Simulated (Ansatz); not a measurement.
System: SrAlHO2 (model structure, started from the SrVO2H type, P4/mmm, No. 123, 5 atoms in the cell). Method: G0W0@PBEsol in Ansatz (hard PAW, contour deformation).

The cell is the one relaxed with PBEsol. Conventional cell: a = 3.7742 Å, b = 3.7742 Å, c = 3.6582 Å, α = 90.00°, β = 90.00°, γ = 90.00°.

One run with a 6×6×6 mesh, response cutoff 100 eV and 217 empty bands, not extrapolated in mesh or basis; no spin–orbit coupling.

Highest filled and lowest empty level by k point (fractions of the reciprocal vectors of the cell (3.774 -0.000 0.000) (-0.000 3.774 0.000) (0.000 0.000 3.658) Å; eV from the valence maximum of each method):

```json
[
 {"k": "0 0 0", "PBEsol filled": "-0.86", "PBEsol empty": "5.12", "QP filled": "-0.94", "QP empty": "7.08"},
 {"k": "0 0 -0.5", "PBEsol filled": "-0.19", "PBEsol empty": "3.48", "QP filled": "-0.31", "QP empty": "5.30"},
 {"k": "0 0.333 0.333", "PBEsol filled": "-0.89", "PBEsol empty": "5.26", "QP filled": "-1.05", "QP empty": "7.18"},
 {"k": "0 -0.5 0.167", "PBEsol filled": "-1.39", "PBEsol empty": "4.29", "QP filled": "-1.62", "QP empty": "6.13"},
 {"k": "0.167 -0.5 -0.5", "PBEsol filled": "-1.22", "PBEsol empty": "5.51", "QP filled": "-1.36", "QP empty": "7.43"},
 {"k": "-0.5 -0.5 0.167", "PBEsol filled": "-0.11", "PBEsol empty": "5.92", "QP filled": "[?]", "QP empty": "[?]"},
 {"k": "-0.5 -0.5 0.333", "PBEsol filled": "-0.04", "PBEsol empty": "7.05", "QP filled": "[?]", "QP empty": "[?]"},
 {"k": "-0.5 -0.5 -0.5", "PBEsol filled": "0.00", "PBEsol empty": "6.89", "QP filled": "0.00", "QP empty": "9.06"}
]
```

Question: Estimate the withheld levels to about 0.1 eV.

Answer: 
- -0.5 -0.5 0.167, QP filled: -0.13
- -0.5 -0.5 0.167, QP empty: 7.76
- -0.5 -0.5 0.333, QP filled: -0.04
- -0.5 -0.5 0.333, QP empty: 9.14

Note: the relaxation could raise the start's symmetry but not lower it, so the cell can be a saddle point.

A model structure was made by putting elements into a prototype or built by hand; it is no filed structure, need not be a known phase, and can be a saddle point held by its symmetry.

Ansatz is a first-principles code.
